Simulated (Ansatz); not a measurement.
Fluorite PtAl2, treated with PBEsol (PAW; Ansatz, a first-principles code).

Settings: plane-wave cutoff 520 eV, 12×12×12 k mesh, Fermi–Dirac smearing 0.1 eV, perturbation theory, scalar-relativistic PAW data made under PBE.

The cell has the measured lattice parameters. Conventional cell: a = 5.9100 Å, b = 5.9100 Å, c = 5.9100 Å, α = 90.00°, β = 90.00°, γ = 90.00°.

```yaml
crystal:
  lattice:
    - [0.00000, 2.95500, 2.95500]
    - [2.95500, 0.00000, 2.95500]
    - [2.95500, 2.95500, 0.00000]
  atoms:
    - { symbol: Al, position: [0.75000, 0.75000, 0.75000] }
    - { symbol: Al, position: [0.25000, 0.25000, 0.25000] }
    - { symbol: Pt, position: [0.00000, 0.00000, 0.00000] }
```

Harmonic phonon frequencies (cm⁻¹; i marks an imaginary mode):

```
q point                          frequencies
-------  -----------------------------------
Γ              0 0 0 235 235 235 292 292 292
X        104 104 135 205 229 229 304 304 322
L          69 69 135 264 264 267 267 267 272
W         79 114 114 206 227 270 270 303 326
```

No imaginary mode appears at these points.

Note: the cell isn't this level's own, so it is under some stress, which shifts stiffness and frequencies.
